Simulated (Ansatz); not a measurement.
Take BiB in the zinc blende structure (space group F-43m, No. 216; a = 5.4556 Å; a hypothetical phase, not in the database extracts checked) as the base. Axes: x, y, z lie along the cube axes.

One thing is altered: tensile biaxial strain of 1.24 % in the plane normal to [110], as in epitaxy on a mismatched substrate; the out-of-plane cell vector and the atoms relax.

Levels (all Ansatz, a quantum-chemistry and plane-wave program, PAW): PBEsol (420 eV, spin-orbit coupling left out); PBEsol+SOC (420 eV, spin-orbit coupling included).

The geometry is relaxed with PBEsol.

| Property | Result |
|---|---|
| PBEsol lowest conduction level above the VBM at special points | Γ 0.20 eV; R 0.22 eV; S 0.38 eV; X 0.67 eV |
| PBEsol gap character | direct at Γ |
| PBEsol valence-band top at Γ | 0.00, -0.11, -0.13 eV |

### Question
What does PBEsol+SOC give at this geometry for the lowest conduction level above the VBM at special points, gap character and valence-band top at Γ?

### Answer
The lowest conduction level above the VBM at special points changes from Γ 0.20 eV; R 0.22 eV; S 0.38 eV; X 0.67 eV to Γ 0.06 eV; R 0.08 eV; S 0.24 eV; X 0.52 eV; the gap character is still direct at Γ; the valence-band top at Γ (three highest Kramers pairs, from the VBM) changes from 0.00, -0.11, -0.13 eV to 0.00, -0.07, -1.40 eV.

A biaxial case was relaxed in a doubled cell and then solved in the primitive one. Single points use the geometry relaxed with PBEsol. Differences between runs with and without spin-orbit coupling are approximate. Spin-orbit coupling, missing from the scalar runs, can matter with Bi. No phonon test of stability was made. A zero or small gap of BiB under biaxial strain +1.24 %, plane normal [110], relaxed out of plane can be the functional's error rather than a property of the material. k-point labels follow each cell's own Brillouin zone.
